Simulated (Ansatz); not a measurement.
## What isotropic strain +2.00 % does to Sc

The parent structure is Sc in the hcp (Mg type) structure (space group P6_3/mmc, No. 194; a = 3.318 Å, c = 5.186 Å; relaxed with 0.1 eV smearing).

Perturbation: an isotropic linear strain of +2.00 %, atoms relaxed at fixed cell.

The values are results of Kohn–Sham DFT with the PBE functional, run in Ansatz (an electronic-structure program) with PAW and 420 eV plane waves, scalar-relativistic without spin-orbit coupling, not measurements. k-mesh 20×20×11 (Γ-centred); smearing 0.1 eV (Fermi–Dirac).

- Volume per atom = 26.23 Å³ (base 24.72 Å³)
- Space group = P6_3/mmc (No. 194) (base P6_3/mmc (No. 194))
- Shortest interatomic distance = 3.288 Å (base 3.224 Å)
- Energy relative to the base (free energy F) = +14 meV/atom
- Band gap = zero (base zero)

Final structure:

```
Sc
1.0
    3.38430     0.00000     0.00000
   -1.69215     2.93089     0.00000
    0.00000     0.00000     5.28972
Sc
2
Direct
  0.66667   0.33333   0.75000
  0.33333   0.66667   0.25000
```

No phonon test of stability was made. All final runs are without spin polarisation.
